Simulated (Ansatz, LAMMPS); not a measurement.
**Ge well of 12 atomic layers along [001] in random Si0.2Ge0.8, interfaces sharp**

Cell 17.11 × 17.11 × 51.68 Å, Si79Ge569, 648 atoms. Prepared with Tersoff's 1989 multicomponent potential (SiCGe.tersoff) run with LAMMPS: minimisation. 

All values below come from PBE, support functions at accuracy medium on the grid of 370 eV (norm-conserving potentials; Ansatz, a quantum-chemistry and plane-wave program).

Basis: localised support functions (accuracy medium) on a full density matrix. k-points: zone centre alone; occupations: Fermi-Dirac, 0.010 eV; spin polarisation not allowed. Scalar-relativistic, no spin-orbit coupling.

electronic character of the cell: no gap resolved at this smearing
coordination (neighbours within 2.973 Å): 100.0 % 4-fold
Ge-Ge bonds, mean ± spread: 2.487 ± 0.005 Å
Ge-Si bonds, mean ± spread: 2.441 ± 0.007 Å
Si-Si bonds, mean ± spread: 2.392 ± 0.005 Å
bond angles, mean ± spread: 109.5° ± 0.9°
pressure: 0.28 GPa
cost of the final run: very roughly 40 core-minutes, 17 SCF iterations, 14 GiB
